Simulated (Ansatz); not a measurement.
Input and output of a relaxation of cell and atoms for Yb (Fm-3m, 1 atom in the cell) (Ansatz, a first-principles code).

Method of the run: LDA (PW92), PAW files made with PBE (plane waves; Ansatz).

```
CELL_PARAMETERS angstrom
      0.00000     2.68376     2.68376
      2.68376     0.00000     2.68376
      2.68376     2.68376     0.00000
ATOMIC_POSITIONS crystal
  Yb 0.00000 0.00000 0.00000
```

Reference input (self-consistent single point, DFT, LDA (PW92), plane waves, PAW files made with PBE): basis.ecutwfc = 420 eV; kpoints.mp_grid.grid = 7 7 7; hamiltonian.xc = lda; hamiltonian.pseudopotentials = {kind: paw} (the program's default PAW files); scf.occupations.method = fermi_dirac; scf.occupations.width = 0.1 eV. This run's input differs from it in these lines:

```diff
@@ -17,2 +17,4 @@
   occupations: { method: fermi_dirac, width: 0.1 }
+relax:
+  cell: { p_target: "-2.0 GPa" }
 output:
```

The program printed (abridged):

```
   [... SCF lines of the steps left out ...]
relax step   1: F+E_penalty+E_count = -13560.74430742 eV  Δ(F+E_penalty+E_count) = +0.000e0 eV  max|allowed force component| = 0.000e0 eV/Å  Δτ_max = 0.0000 Å  P = -3.993 GPa  Ω = 38.660 Å³  (17 SCF iters, dr2 threshold 1.00e-7 eV, accepted)
relax step   2: F+E_penalty+E_count = -13560.78932868 eV  Δ(F+E_penalty+E_count) = -4.502e-2 eV  max|allowed force component| = 0.000e0 eV/Å  Δτ_max = 0.0000 Å  P = -3.558 GPa  Ω = 36.787 Å³  energy of the carried Pulay correction = +7.482e-4 eV  (7 [...]
   [... lines left out ...]
relax step   7: F+E_penalty+E_count = -13560.86351467 eV  Δ(F+E_penalty+E_count) = -1.843e-3 eV  max|allowed force component| = 0.000e0 eV/Å  Δτ_max = 0.0000 Å  P = -1.999 GPa  Ω = 32.616 Å³  energy of the carried Pulay correction = +5.065e-5 eV  (6 [...]
relax step   8: F+E_penalty+E_count = -13560.86346556 eV  Δ(F+E_penalty+E_count) = +4.911e-5 eV  max|allowed force component| = 0.000e0 eV/Å  Δτ_max = 0.0000 Å  P = -2.000 GPa  Ω = 32.616 Å³  stress off target by 1.97e-4 GPa  SCF on the basis [...]
basis re-selected at this cell: Δ(F+E_penalty+E_count) = +4.911e-5 eV, ΔP = -0.001 GPa vs the last step
Free energy (F): -13560.863466 eV
Internal energy: -13560.782380 eV  (E = F + TS)
E sigma→0 (E₀):  -13560.822923 eV
Entropy (-TS):   -0.081086 eV (-81.086 meV/atom)
Fermi energy:    11.393537 eV
--- Forces (eV/Å), atoms counted from 1 ---
  atom   1  Yb     0.00000000    -0.00000000     0.00000000
--- Stress (GPa, compression-positive) ---
       -1.999803      -0.000000      -0.000000
        0.000000      -1.999803      -0.000000
       -0.000000       0.000000      -1.999803
  P = ⅓ Tr σ = -1.9998 GPa (-19.998 kbar)
   [... lines left out ...]
to start a new deck from the relaxed geometry:
  cell:  # Å, volume = 32.6165 Å³
    - [-9.394591739852847e-35, 2.535920408966046, 2.535920408966046]
    - [2.535920408966046, 7.324597252707572e-34, 2.535920408966046]
    - [2.535920408966046, 2.535920408966046, -1.6400728730882689e-34]
  atoms:
    - { symbol: Yb, position: [0.0, 0.0, 0.0] }
```

The run converged.  The full log also holds: “iter 5 did not close the SCF: its close was put off for the readings that it lacked (scf_convergence_deferred on its scf_iter line)”. The full log also holds: “iter 5 did not close the SCF: its close was put off for the readings that it lacked (scf_convergence_deferred on its scf_iter line)”.

Summary of the result:
- Free energy E − TS (on the zero of these files) = -13560.8635 eV
- Pressure = -2.00 GPa
- Final cell = a = 3.586 Å, b = 3.586 Å, c = 3.586 Å, α = 60.00°, β = 60.00°, γ = 60.00°
- Final volume per atom = 32.62 Å³
- Relaxation steps = 8

The starting cell comes from a database of computed structures (which also holds hypothetical and non-ambient phases and stackings), without a prior relaxation at this level. Its lattice was rescaled by a random factor within 2.5 % of one. Spin polarisation is off. The relaxation keeps the symmetry of its start, so its end need not be a minimum. Ansatz's pressure includes its estimate of the finite-basis (Pulay) stress.

Keys are those of Ansatz 0.2.
